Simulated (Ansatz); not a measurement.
The reference is LiH in the rock salt structure (space group Fm-3m, No. 225; a = 4.007 Å).

Structures relaxed with Kohn–Sham DFT with the PBE functional, run in Ansatz (a quantum-chemistry and plane-wave program) with PAW and 420 eV plane waves, no spin-orbit coupling.

Base:

Simulated powder pattern, Mo Kα, λ = 0.71073 Å (kinematic, ideal powder, no thermal factors, no anomalous dispersion; the 8 strongest lines at most, above 2 %, up to 2θ = 40°):

```
2θ (°)  I/Imax (%)    hkl
------  ----------  -----
17.67           59  (111)
20.43          100  (200)
29.05           59  (220)
34.21           36  (311)
35.78           17  (222)
```

Modification: a hydrostatic pressure of 7.5 GPa.

How do the reflections move or split?


Simulated powder pattern, Mo Kα, λ = 0.71073 Å (kinematic, ideal powder, no thermal factors, no anomalous dispersion; the 8 strongest lines at most, above 2 %, up to 2θ = 40°):

```csv
2θ (°),d (Å),I/Imax (%),hkl
18.64,2.194,63,(111)
21.56,1.900,100,(200)
30.67,1.344,57,(220)
36.13,1.146,36,(311)
37.80,1.097,16,(222)
```

The indices refer to the base's conventional cell; one index is shown for lines that coincide.

Load acts through the strain it causes; cell and atoms are relaxed under it. Whether these cells are dynamically stable was not tested. No other phases were tried under pressure.
